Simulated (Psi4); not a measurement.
Psi4 1.11, PBE0/def2-svp, scf_type pk: Ti(F)3(Cl)(OH2) ([OH2]->[Ti]([F])([F])([F])[Cl]), 8 atoms. The geometry is a generated start, not checked to be a minimum at this level.

| Property | Value |
|---|---|
| task | energy |
| method | pbe0 |
| basis | def2-svp |
| memory | 7 GB |
| e_convergence | 1e-08 |
| d_convergence | 1e-07 |
| guess | auto, which took SAD (default) |
| diis_max_vecs | 10 (default) |
| scf_initial_accelerator | adiis (default) |
| dft_radial_points | 75 (default) |
| dft_spherical_points | 302 (default) |
| basis functions | 115 |
| grid points | 173826 |

```xyz
8

Ti    -0.3305    -0.6969     0.1791
F      1.1835    -1.3552    -0.2464
F     -0.6154     0.0268     1.6975
F     -1.2128    -0.0111    -1.1233
Cl    -1.4148    -2.5139     0.4675
O      0.8494     1.2268    -0.0896
H      0.3094     2.0097     0.0892
H      1.2312     1.3138    -0.9739
```

The reference run uses exact four-centre integrals (scf_type = pk). Single runs; times are not shown.

Settings tried, all else as in the reference:
- scf_type = mem_df
- scf_type = cd, cholesky_tolerance = 0.001
- scf_type = dfdirj+cosx, cosx_radial_points_final = 50, cosx_spherical_points_final = 194
- scf_type = dfdirj+cosx, cosx_radial_points_final = 25, cosx_spherical_points_final = 50
- scf_type = cd, cholesky_tolerance = 1e-06
- scf_type = cd, cholesky_tolerance = 1e-05
- scf_type = dfdirj+snlink
- scf_type = cd, cholesky_tolerance = 0.0001 (default)
- scf_type = dfdirj+cosx, cosx_radial_points_final = 75, cosx_spherical_points_final = 302
- scf_type = cd, cholesky_tolerance = 0.01
- scf_type = dfdirj+cosx
- scf_type = dfdirj+link

Question: Which of these stay within 1.0 meV/atom in energy of the reference run?

Answer: Within it: scf_type = mem_df; scf_type = cd, cholesky_tolerance = 1e-06; scf_type = dfdirj+cosx, cosx_radial_points_final = 50, cosx_spherical_points_final = 194; scf_type = dfdirj+cosx, cosx_radial_points_final = 75, cosx_spherical_points_final = 302; scf_type = cd, cholesky_tolerance = 1e-05; scf_type = dfdirj+link; scf_type = dfdirj+snlink. Outside: scf_type = dfdirj+cosx, cosx_radial_points_final = 25, cosx_spherical_points_final = 50; scf_type = dfdirj+cosx; scf_type = cd, cholesky_tolerance = 0.0001 (default); scf_type = cd, cholesky_tolerance = 0.001; scf_type = cd, cholesky_tolerance = 0.01.

```tsv
setting	energy against the reference
scf_type = mem_df	+0.044 meV/atom
scf_type = cd, cholesky_tolerance = 1e-06	−0.091 meV/atom
scf_type = dfdirj+cosx, cosx_radial_points_final = 50, cosx_spherical_points_final = 194	+0.12 meV/atom
scf_type = dfdirj+cosx, cosx_radial_points_final = 75, cosx_spherical_points_final = 302	+0.20 meV/atom
scf_type = cd, cholesky_tolerance = 1e-05	−0.29 meV/atom
scf_type = dfdirj+link	−0.37 meV/atom
scf_type = dfdirj+snlink	−0.37 meV/atom
scf_type = dfdirj+cosx, cosx_radial_points_final = 25, cosx_spherical_points_final = 50	+1.9 meV/atom
scf_type = dfdirj+cosx	+3.1 meV/atom
scf_type = cd, cholesky_tolerance = 0.0001 (default)	−3.3 meV/atom
scf_type = cd, cholesky_tolerance = 0.001	−3.8 meV/atom
scf_type = cd, cholesky_tolerance = 0.01	+44 meV/atom
```

Total energies are compared; such shifts often cancel in part in energy differences. The DFDIRJ builders fit J, which adds its shift to that of exchange. Psi4 runs the final COSX grid once, on the density of the start grid. No test of the SCF solution's stability was run. Also tried and not ranked: scf_type = direct (same energy as a listed run). The tolerance is a choice made for this comparison.
